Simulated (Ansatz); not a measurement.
Formation energy of the bound charge states of V_Al in wurtzite AlN (start: the Al site; 96-site cell, 2×2×2 shifted sampling) against the Fermi level, N-rich (Δμ(Al) = -2.74 eV; only phases computed here count, gases as isolated molecules at 0 K). Level of theory: PBE, PAW (plane waves to 420 eV; Ansatz, a quantum-chemistry and plane-wave program).

Details: 96-site cell; 2×2×2 shifted k-points; host gap 4.03 eV; charged states image-corrected; corrections pass 1 eV, so highly charged states may be off by several tenths; flagged in the runs: a doubtful potential alignment, a host whose relaxation on this sampling wasn't shown to rest, a strain field that reaches the edge of the cell.

Left out: charge +1 (level within 0.1 eV of a band edge or past it).

```tsv
E_F − E_VBM (eV)	q = 0	q = −1	q = −2	q = −3
0.00	6.35	7.38	9.05	11.39
0.50	6.35	6.88	8.04	9.87
1.01	6.35	6.37	7.04	8.36
1.51	6.35	5.87	6.03	6.85
2.02	6.35	5.36	5.02	5.34
2.52	6.35	4.86	4.01	3.82
3.03	6.35	4.35	3.00	2.31
3.53	6.35	3.85	1.99	0.80
4.03	6.35	3.35	0.99	-0.72
```

Crossings of the lowest lines: (0/−1) at 1.03 eV; (−1/−2) at 1.67 eV; (−2/−3) at 2.33 eV.
